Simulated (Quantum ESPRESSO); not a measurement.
Input and output of a self-consistent single point for OsRu (P-6m2, 2 atoms in the cell) (Quantum ESPRESSO).

Computed with LDA (PZ), GBRV 1.5 ultrasoft (LDA) pseudopotentials (plane waves; Quantum ESPRESSO).

The change in words: lattice scaled by 0.98. Reference geometry:
```
CELL_PARAMETERS angstrom
      2.69129     0.00000     0.00000
     -1.34564     2.33072     0.00000
      0.00000     0.00000     4.24399
ATOMIC_POSITIONS crystal
  Ru 0.33333 0.66667 0.00000
  Os 0.66667 0.33333 0.50000
```

Reference input (self-consistent single point, DFT, LDA (PZ), plane waves, GBRV 1.5 ultrasoft (LDA) pseudopotentials): ecutwfc = 40 Ry; ecutrho = 320 Ry; occupations = smearing; smearing = fermi-dirac; degauss = 0.0073499 Ry; potentials = {Ru: ru_lda_v1.2.uspp.F.UPF, Os: os_lda_v1.2.uspp.F.UPF}; K_POINTS = automatic 9 9 5 0 0 0; conv_thr = 1e-10 Ry; mixing_beta = 0.7. This run's input differs from it in these lines:

```diff
@@ -10,4 +10,4 @@
  ibrav = 4,
- A = 2.691285974,
- C = 4.243986000,
+ A = 2.637460369,
+ C = 4.159106000,
  nat = 2,
```

The program printed (abridged):

```
     Self-consistent Calculation

     iteration #  1     ecut=    40.00 Ry     beta= 0.70

     negative rho (up, down):  2.383E-01 0.000E+00

     total energy              =    -392.87452757 Ry
     estimated scf accuracy    <       1.00386688 Ry

     iteration #  2     ecut=    40.00 Ry     beta= 0.70

     negative rho (up, down):  2.399E-01 0.000E+00

     total energy              =    -392.77962020 Ry
     estimated scf accuracy    <       1.14435064 Ry

     iteration #  3     ecut=    40.00 Ry     beta= 0.70

     negative rho (up, down):  2.352E-01 0.000E+00

     total energy              =    -392.84732848 Ry
     estimated scf accuracy    <       3.98534733 Ry

   [... 5 blocks of this kind left out ...]

     iteration #  9     ecut=    40.00 Ry     beta= 0.70

     negative rho (up, down):  2.354E-01 0.000E+00

     total energy              =    -393.21598335 Ry
     estimated scf accuracy    <          1.6E-09 Ry

     iteration # 10     ecut=    40.00 Ry     beta= 0.70

     negative rho (up, down):  2.354E-01 0.000E+00
     End of self-consistent calculation

     the Fermi energy is    27.8920 ev

!    total energy              =    -393.21598335 Ry
     estimated scf accuracy    <          7.7E-11 Ry
     smearing contrib. (-TS)   =      -0.00267801 Ry
     internal energy E=F+TS    =    -393.21330534 Ry

     convergence has been achieved in  10 iterations

     negative rho (up, down):  2.354E-01 0.000E+00

     Forces acting on atoms (cartesian axes, Ry/au):

     atom    1 type  1   force =     0.00000000    0.00000000    0.00000000
     atom    2 type  2   force =    -0.00000000   -0.00000000    0.00000000

     Total force =     0.000000     Total SCF correction =     0.000000

     negative rho (up, down):  2.354E-01 0.000E+00
          total   stress  (Ry/bohr**3)                   (kbar)     P=      319.54
   0.00208598  -0.00000000   0.00000000          306.86       -0.00        0.00
  -0.00000000   0.00208598   0.00000000           -0.00      306.86        0.00
  -0.00000000   0.00000000   0.00234467           -0.00        0.00      344.91

   JOB DONE.
```

The run converged in 10 iterations. Against the reference run the free energy goes up by 81.1 meV/atom and the pressure goes from 2.49 to 31.95 GPa.

The starting cell comes from a database of computed structures (which also holds hypothetical and non-ambient phases and stackings), without a prior relaxation at this level. Its lattice was rescaled by a random factor within 2.5 % of one. For this run, on top of that: lattice scaled by 0.98. Spin polarisation is off. With a pressure of about 32 GPa the cell is away from its equilibrium volume at this level.
